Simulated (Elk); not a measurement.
Band structure of TmB2 (P6/mmm, 3 atoms in the cell).

```
TmB2
1.0
    3.31911     0.00000     0.00000
   -1.65955     2.87443     0.00000
    0.00000     0.00000     3.82698
Tm B
1 2
Cartesian
  0.00000   0.00000   0.00000
  0.00000   1.91629   1.91349
  1.65956   0.95814   1.91349
```
Moments meant for the start (each program seeds them in its own way; μB, in the order of the atoms Tm B B): 2.0 0.0 0.0.

Method of the run: LDA (PW92), all-electron FP-LAPW, Elk's shipped species files, APW+lo basis with extra local orbitals in Elk 10.2.4.

Settings: spinpol = true; rgkmax = 8; stype = 0; swidth = 0.00999582 Ha; ngridk = 8 8 6; reducebf = 0.5; gmaxvr = 16 1/bohr; nxlo = 2; lorbcnd = true; rmtscf = 0.94; lmaxi = 2; nempty = 10 per atom; maxscl = 100; bfcmt = [[0.0, 0.0, -0.5], [0.0, 0.0, 0.0], [0.0, 0.0, 0.0]].

The starting cell comes from a database of computed structures (which also holds hypothetical and non-ambient phases and stackings), without a prior relaxation at this level. Its lattice was rescaled by a random factor within 2.5 % of one. Spin-orbit coupling is off. With one magnetic atom in the cell only a parallel order is possible. With U or open f shells several self-consistent states can exist. The f electrons are in the valence without U or exact exchange, which can misplace them near the Fermi level. Spin-orbit terms, which matter for f shells, are left out. Values depend on the basis (sphere radii, cutoffs, local orbitals), which need not be converged.

Levels in eV from the Fermi level, bands 12 to 19 of the first spin channel:
```
point     12     13     14     15     16    17    18    19
-----  -----  -----  -----  -----  -----  ----  ----  ----
Γ      -1.15  -0.56  -0.56  -0.48  -0.34  5.68  6.19  6.19
M      -1.31  -1.29  -1.24  -0.64  -0.04  3.44  5.39  6.50
K      -1.31  -1.30  -1.27  -0.13  -0.13  3.92  3.92  6.14
A      -1.25  -1.15   0.70   0.70   3.07  3.07  3.71  3.71
L      -1.32  -1.31  -1.27  -1.26  -0.36  5.09  6.14  8.32
H      -1.31  -1.31  -1.26  -0.64  -0.64  6.29  7.90  8.40
```

Bands cross the Fermi level along this path, so the cell is metallic at this level.

The net moment of the cell came out as 1.51 μB.
